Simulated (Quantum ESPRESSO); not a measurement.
# A series of runs on HfCuSn (P6_3mc, 6 atoms in the cell)

```
HfCuSn
1.0
    4.40396     0.00000     0.00000
   -2.20198     3.81394     0.00000
    0.00000     0.00000     6.34957
Hf Cu Sn
2 2 2
Cartesian
  0.00000   0.00000   0.03124
  0.00000   0.00000   3.20602
  0.00000   2.54263   4.35917
  2.20198   1.27131   1.18438
  0.00000   2.54263   1.65311
  2.20198   1.27131   4.82789
```

Base run A: Quantum ESPRESSO with PBEsol, GBRV 1.5 ultrasoft (PBESOL) pseudopotentials, self-consistent single point.

Its settings: ecutwfc = 50 Ry; ecutrho = 400 Ry; occupations = smearing; smearing = gauss; degauss = 0.0036749 Ry; K_POINTS = automatic 5 5 3 0 0 0; conv_thr = 1e-11 Ry.

The starting cell comes from a database of computed structures (which also holds hypothetical and non-ambient phases and stackings), without a prior relaxation at this level. Its lattice was rescaled by a random factor within 2.5 % of one. Spin polarisation is off.

A dash stands where there is no value to compare (another energy zero or no entropy term, no result, no spin, no clean gap, or a mesh too coarse for one). 

Runs:
- B: vdw_corr: default → grimme-d3; dftd3_version: default → 3; dftd3_threebody: default → false [PBEsol-D3(0)]
- C: vdw_corr: default → grimme-d3; dftd3_version: default → 4; dftd3_threebody: default → false [PBEsol-D3(BJ)]
- D: vdw_corr: default → grimme-d3; dftd3_version: default → 4; dftd3_threebody: default → true [PBEsol-D3(BJ) with three-body term]

```
run  pressure (GPa)  largest force (eV/Å)  dispersion energy (eV/atom)
---  --------------  --------------------  ---------------------------
A              0.15                 0.115                            –
B             -3.40                 0.054                       -0.323
C             -4.63                 0.116                       -0.524
D             -3.84                 0.116                       -0.479
```

Run B against A: The pressure goes from 0.15 to -3.40 GPa and the largest force goes from 0.115 to 0.054 eV/Å.

Run D against A: The pressure goes from 0.15 to -3.84 GPa and the largest force hardly changes (0.115 to 0.116 eV/Å).

Run C against A: The pressure goes from 0.15 to -4.63 GPa and the largest force hardly changes (0.115 to 0.116 eV/Å).

Left out of this page: 1 run of the series held back from this collection.
